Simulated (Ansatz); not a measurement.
## BHO₂ (P2₁/c, No. 14; cell taken from a computed entry)

These are LDA (PAW; Ansatz, an electronic-structure program) values and carry that method's errors.

Run with plane-wave cutoff 500 eV, 6×6×6 k mesh, gaussian smearing 0.02 eV, scalar-relativistic PAW data made under PBE.

Cell: relaxed at this level.

- volume per atom: 8.21 Å³/atom
- band gap: 6.46 eV (on the SCF k mesh)

Note: the relaxation could not lower the start's symmetry, so the cell can be a saddle point above a distorted one.

Static lattice: no zero-point or thermal effects.

Cost on a shared machine: about 60 core-minutes (a rough figure).
